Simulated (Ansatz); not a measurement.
SiNF (model structure, Pmn2₁, No. 31, 6 atoms in the cell), treated with r²SCAN+rVV10 (plane waves, PAW; Ansatz, a program for electronic structure).

Numerical settings: plane-wave cutoff 560 eV, 12×6×8 k mesh (along the axes of the cell as run), Fermi–Dirac smearing 0.01 eV, scalar-relativistic PAW data made under PBE.

Cell (relaxed at this level):

```cif
data_F2N2Si2
_chemical_formula_sum 'Si2 N2 F2'
_space_group_name_H-M_alt 'Pmn21'
_space_group_IT_number 31
_space_group_name_Hall 'P 2ac -2'
_cell_length_a 2.89158
_cell_length_b 4.82249
_cell_length_c 4.82864
_cell_angle_alpha 90.000
_cell_angle_beta 90.000
_cell_angle_gamma 90.000
loop_
_space_group_symop_operation_xyz
  'x, y, z'
  '-x+1/2, -y, z+1/2'
  '-x, y, z'
  'x+1/2, -y, z+1/2'
loop_
_atom_site_label
_atom_site_type_symbol
_atom_site_symmetry_multiplicity
_atom_site_Wyckoff_symbol
_atom_site_fract_x
_atom_site_fract_y
_atom_site_fract_z
_atom_site_occupancy
Si1 Si 2 a 0.00000 0.38858 0.99197 1
N1 N 2 a 0.00000 0.51592 0.32520 1
F1 F 2 a 0.00000 0.06007 0.01616 1
```

Task: What does this level give for the band gap and direct gap at Γ?

Result: 
* **band gap**: 5.93 eV (on the SCF k mesh)
* **direct gap at Γ**: 6.14 eV

Note: the relaxation could raise the start's symmetry but not lower it, so the cell can be a saddle point.

The computed numbers hold no vibrational or temperature effects.

Cost on a shared machine: very roughly 10 core-minutes.

A model structure was made by putting elements into a prototype or built by hand; it is no filed structure, need not be a known phase, and can be a saddle point held by its symmetry.
